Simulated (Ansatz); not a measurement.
Cubic perovskite BaHfO3, relaxed in Ansatz (plane waves) with several semilocal functionals. Each gives its own volume and its own bulk modulus:

```
level   V0 (Å³/atom)  bulk modulus B0 (GPa)   ln V0   ln B0
------  ------------  ---------------------  ------  ------
LDA           14.003                  182.6  2.6393  5.2073
r²SCAN        14.577                  170.9  2.6794  5.1411
PBE           14.884                  155.4  2.7003  5.0460
```

**Question.** Fit a straight line to ln B0 against ln V0. What does it predict for PBEsol, whose volume is 14.374 Å³/atom?

**Answer.** With x = ln V0 and y = ln B0: means 2.67300 and 5.13147; Σ(Δx Δy) = -0.004827, Σ(Δx²) = 0.001922, so the slope is -2.51. At x = 2.6654 the line gives y = 5.13147 + (-2.51) × (2.6654 − 2.67300) = 5.1505, or 172.5 GPa. The run with PBEsol gives 169.3 GPa, -1.9 % from the line. The rows used scatter about it by up to 2.6 %, while the largest value lies 18 % above the smallest. For comparison, PBE's own equation of state has B′ = 4.4, the slope −d ln B/d ln V at a fixed functional; the two needn't agree, since functionals also differ at one volume.

Ansatz's density-functional and Hartree–Fock values are scalar-relativistic unless marked +SOC, with PAW data made under PBE.

Ansatz is a quantum-chemistry and plane-wave program.
